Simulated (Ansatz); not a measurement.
Carrier properties of YN under load (space group Immm)

Consider the following.

```xyz
2
Lattice="-0.0046 2.4447 2.4495 2.4447 -0.0046 2.4495 2.4400 2.4400 0.0000" Properties=species:S:1:pos:R:3 pbc="T T T"
Y      0.0000     0.0000     0.0000
N      2.4400     2.4400     2.4495
```

These are r2SCAN with spin-orbit coupling, rigid bands (plane waves, PAW; Ansatz, a program for electronic structure) values and carry that method's errors. Condition of this run: uniaxial stress along [110] of 1 GPa (compression positive) (the target of the relaxation). How the cell was made: cell and atoms relaxed with r2SCAN, then loaded as said.

| Quantity | Result |
|---|---|
| band gap | 0.55 eV |
| electron conductivity mass (300 K, dilute) | 0.23 (x), 0.23 (y), 0.21 (z) mₑ |
| hole conductivity mass (300 K, dilute) | 0.56 (x), 0.56 (y), 0.67 (z) mₑ |
| effective density of states N_c (300 K) | 1.2e19 cm⁻³ |
| effective density of states N_v (300 K) | 2.0e19 cm⁻³ |
| density-of-states mass, electrons | 0.62 mₑ |
| density-of-states mass, holes | 0.87 mₑ |
| Seebeck coefficient, n-type 1e19 cm⁻³, 300 K | -242 μV/K |
| best n-type power factor at 300 K for τ = 10 fs (best axis; densities from 1e16 to 1e21 cm⁻³ tried, whether or not they can be reached) | 9.1 μW/(cm·K²) at 3e19 cm⁻³ |
| Seebeck coefficient, p-type 1e19 cm⁻³, 300 K | 314 μV/K |
| best p-type power factor at 300 K for τ = 10 fs (best axis; densities from 1e16 to 1e21 cm⁻³ tried, whether or not they can be reached) | 11.3 μW/(cm·K²) at 3e20 cm⁻³ |

Rigid bands; masses and Seebeck coefficients take one relaxation time τ for all states and one kind of carrier; polarons and phonon drag are left out.
